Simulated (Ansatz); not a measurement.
Take a 24-atom supercell of SiC in the zinc blende structure (space group F-43m, No. 216; a = 4.3569 Å) at its relaxed geometry as the base.

Calculations: Kohn–Sham DFT with the PBEsol functional, run in Ansatz (a first-principles code) with PAW and 420 eV plane waves, no SOC, earlier PAW set.

One neutral defect a cell, atoms relaxed at fixed cell.

One change was made to it. Results:

```csv
quantity,base,after
largest displacement of a host atom from its site in the perfect cell,–,0.07 Å
pressure,0.0 GPa,4.1 GPa
gap of the supercell,1.24 eV,zero
total moment of the cell,–,0.0 μB
```

Q: Which change produced these results?
A. Li interstitial (started 1.89 Å from the nearest host atom)
B. Nb on a Si site
C. Si vacancy, symmetric start

A: A, Li interstitial (started 1.89 Å from the nearest host atom). For comparison, the pressure in the other runs: Si vacancy, symmetric start gives 2.5 GPa; Nb on a Si site gives 6.7 GPa.

Other magnetic orders, which the real material may have, were not ruled out. In so small a cell the defect repeats every few ångströms: this is an ordered compound, not a dilute defect. The mesh was chosen for an insulator and is coarse for the gapless case. Defects with a symmetric start kept the site's symmetry and may sit on a saddle; the others started slightly shaken. Starting moments died away, wholly or in part, for Li interstitial (started 1.89 Å from the nearest host atom), Si vacancy and Nb on a Si site; another magnetic solution may exist.
